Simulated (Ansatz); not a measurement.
TlBr (Fm-3m, No. 225, 2 atoms in the cell; start mp-568560; metastable phase) was calculated with PBE0 (PAW; Ansatz, a first-principles code).

Excerpt of the program's output:

```
WARN output.stress: scf.convergence.dr2_threshold = 1e-7 eV (the SCF's general default) is looser than the 2e-10 eV advised for a printed stress (1e-10 eV for …
WARN output.stress: scf.exx.energy_threshold = 1e-6 eV is looser than the 2e-8 eV advised for a stress under a hybrid functional (1e-8 eV for each atom of the …
Relaxation: its limit of steps is 80 (relax.max_steps)
Crystal: 2 atoms, lattice volume = 75.017 Å³
Basis set: ecut = 460 eV, 1687 PW (Γ), exchange–correlation on 72×72×72 points (8 copies of the dense FFT grid, shifted against one another)
Bands: 14, of which v1, the nominal top of the filled ones, is band 10 counted from 1 (9 counted from 0)
Symmetry: 48 space group operations
Space group: Fm-3m (ITA 225), of the structure as read, at distance tolerance 4.2e-5 Å
k-points: 16 of 216
Initial density: superposition of atomic densities (chi_scale 0.1, normalization cell, long waves kept (reshape's long-wave potential 0.00 eV rms))
Functional: x = pbe(κ = 0.804, μ = 0.2195149727645171), c = pbe(β = 0.06672455060314922), warm-up for x = 0.75 pbe(κ = 0.804, μ = 0.2195149727645171) + 0.25 exact, c = pbe(β = 0.06672455060314922)
SCF iter   1: F=—  HF=-14231.670966 eV  |F-HF|=—  |Δ(HF+E_count)|=         —  Δρ=2.82e-2  dr2=1.12e0
SCF iter   2: F=—  HF=-14231.295074 eV  |F-HF|=—  |Δ(HF+E_count)|=   3.76e-1  Δρ=8.90e-3  dr2=8.80e-2
  ...
Crystal: 2 atoms, lattice volume = 75.017 Å³
Initial density: handed on by an earlier stage of this run
Functional: x = 0.75 pbe(κ = 0.804, μ = 0.2195149727645171) + 0.25 exact, c = pbe(β = 0.06672455060314922)
Crystal: 2 atoms, lattice volume = 75.017 Å³
SCF iter   3: F=—  HF=-14233.455547 eV  |F-HF|=—  |Δ(HF+E_count)|=   3.81e-7  Δρ=8.61e-6  dr2=6.87e-8
SCF iter   4: F=-14233.455547 eV  HF=-14233.455547 eV  |F-HF|=5.31e-10  |Δ(HF+E_count)|=   2.38e-8  Δρ=1.32e-6  dr2=1.62e-9
SCF 3 converged in 4 iterations: F = -14233.455547 eV  dr2 = 1.62e-9
Free energy (F): -14233.455547 eV
Internal energy: -14233.455547 eV  (E = F + TS)
E sigma→0 (E₀):  -14233.455547 eV
Fermi energy:    4.632484 eV
--- Stress (GPa, compression-positive) ---
        0.459461       0.000000       0.000000
       -0.000000       0.459461      -0.000000
       -0.000000       0.000000       0.459461
  P = ⅓ Tr σ = 0.4595 GPa (4.595 kbar)
```

Question: Write an input file that could have produced this run (the log leaves some choices open).

Answer: This is not unique; one that fits is 
Ansatz 0.2 input:
```yaml
crystal:
  lattice:
    - [0.0, 3.3474235281, 3.3474235281]
    - [3.3474235281, 0.0, 3.3474235281]
    - [3.3474235281, 3.3474235281, 0.0]
  atoms:
    - { symbol: Tl, position: [0.0, 0.0, 0.0] }
    - { symbol: Br, position: [0.5, 0.5, 0.5] }
basis:
  ecutwfc: 460
  ecutrho_ratio: 4
  xc_grid: 2
kpoints:
  mp_grid: { grid: [6, 6, 6] }
hamiltonian:
  xc: pbe0
  dispersion: none
  pseudopotentials: { azcp: { folder: ./paw }, kind: paw }
scf:
  occupations: { method: fermi_dirac, width: 0.01 }
output:
  forces: true
  stress: true
  eigenvalues: true
relax:
  f_tol: 0.01
  escape_saddle: false
  max_steps: 80
```

The cell is one volume of an energy–volume scan, off the minimum.

The PAW data were made under PBE.

Note: the relaxation could not lower the start's symmetry, so the cell can be a saddle point above a distorted one.

A start named mp-… is a Materials Project structure, which need not be a measured phase.
